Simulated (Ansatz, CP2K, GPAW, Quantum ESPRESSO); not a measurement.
## One structure in several programs: TiMoAs2 (P1, 8 atoms in the cell)

Self-consistent single point, at a second geometry (atoms moved at random). First geometry:

```
CELL_PARAMETERS angstrom
      3.41950     0.00000     0.00000
      0.00000     6.44744     0.00000
      0.00000     0.00000     6.11191
ATOMIC_POSITIONS crystal
  Ti 0.00000 0.56477 0.50450
  Ti 0.00000 0.43523 0.00450
  Mo 0.50000 0.93917 0.49215
  Mo 0.50000 0.06083 0.99215
  As 0.50000 0.31961 0.30391
  As 0.50000 0.68039 0.80391
  As 0.00000 0.17479 0.69943
  As 0.00000 0.82521 0.19943
```

Second geometry:
```xyz
8
Lattice="3.4195 0.0000 0.0000 0.0000 6.4474 0.0000 0.0000 0.0000 6.1119" Properties=species:S:1:pos:R:3 pbc="T T T"
Ti    -0.0040     3.5930     3.0549
Ti     0.0110     2.8499     0.0728
Mo     1.7781     6.0572     2.9686
Mo     1.6281     0.4059     6.0670
As     1.7019     2.0651     1.8325
As     1.6694     4.3743     4.9193
As     0.0065     1.1180     4.3188
As     0.0482     5.3264     1.2136
```

Shared settings, as Ansatz (a first-principles code) writes them: kpoints.mp_grid.grid = 5 3 3; scf.occupations.method = fermi_dirac; scf.occupations.width = 0.1 eV. Potentials and cutoffs stand in the table.

| code | model | ΔF from the first geometry (meV/atom) | pressure (GPa) | largest force (eV/Å) | cutoff |
|---|---|---|---|---|---|
| Quantum ESPRESSO | PBEsol, PseudoDojo standard norm-conserving (PBESOL) pseudopotentials | 18.5 | -4.58 | 1.050 | 85 Ry |
| Ansatz | PBEsol, PAW files made with PBE | 18.5 | -4.72 | 1.046 | default |
| CP2K | PBEsol, GPW, DZVP-MOLOPT-SR-GTH basis, GTH-PBE potentials (GTH_POTENTIALS) | 20.3 | -2.17 | 1.109 | grid 600 Ry |
| GPAW | PBEsol, GPAW PAW datasets PBEsol (made by gpaw-setup) | 18.7 | -4.33 | 1.057 | 850 eV |

Size of the force on each atom (eV/Å): Sizes of forces hide their directions.

```
code                Ti1    Ti2    Mo3    Mo4    As5    As6    As7    As8
----------------  -----  -----  -----  -----  -----  -----  -----  -----
Quantum ESPRESSO  0.652  0.657  0.826  1.050  0.301  0.693  0.390  0.507
Ansatz            0.655  0.659  0.824  1.046  0.303  0.699  0.385  0.504
CP2K              0.689  0.675  0.852  1.109  0.380  0.637  0.535  0.540
GPAW              0.654  0.656  0.828  1.057  0.332  0.709  0.395  0.497
```

On Ansatz's run: spin polarisation is off, so a magnetic state, if there is one, cannot be reached.

The spread over the programs that give each value: ΔF from the first geometry within 1.8 meV/atom; pressure within 2.55 GPa; largest force within 0.063 eV/Å.

CP2K uses small atom-centred bases, whose incompleteness enters pressures, forces and empty levels differently from a plane-wave cutoff. Ansatz's pressure is given at a fixed set of plane waves, as the other plane-wave codes print theirs; with its correction for the finite basis it is -4.69 GPa. In the pressure, CP2K (by 2.41) lies more than 1 GPa from the median of the plane-wave programs. In the force vectors, CP2K (by 0.164) lies more than 0.08 eV/Å from the median of the plane-wave programs.

The shared mesh is coarse (it stands for a supercell whose shortest vector is 17 Å), so the values are not converged in it.

The starting cell comes from a database of computed structures (which also holds hypothetical and non-ambient phases and stackings), without a prior relaxation at this level. For this run, on top of that: atoms moved at random.

Keys are those of Ansatz 0.2.
